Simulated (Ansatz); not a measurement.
Gap of a (10,0) GaN nanotube at several levels, all on one geometry.

Levels: PBE (plane waves to 420 eV, PAW; Ansatz, a program for electronic structure); PBE with spin-orbit coupling in Ansatz; r2SCAN (plane waves to 500 eV, PAW; Ansatz). Unmarked values and the geometry are of the first. Mesh 1×1×6. No spin polarisation. Isolated but for its images some 11 Å away. A hypothetical model, rolled from the flat sheet. Symmetry and one short period hold its shape; lower forms weren't sought.

| level | gap (eV) |
|---|---|
| PBE | 2.05 |
| PBE+SOC | (withheld) |
| r2SCAN | 2.46 |

Question: What belongs in the gaps?

Answer: 
- PBE+SOC, gap (eV): 2.05
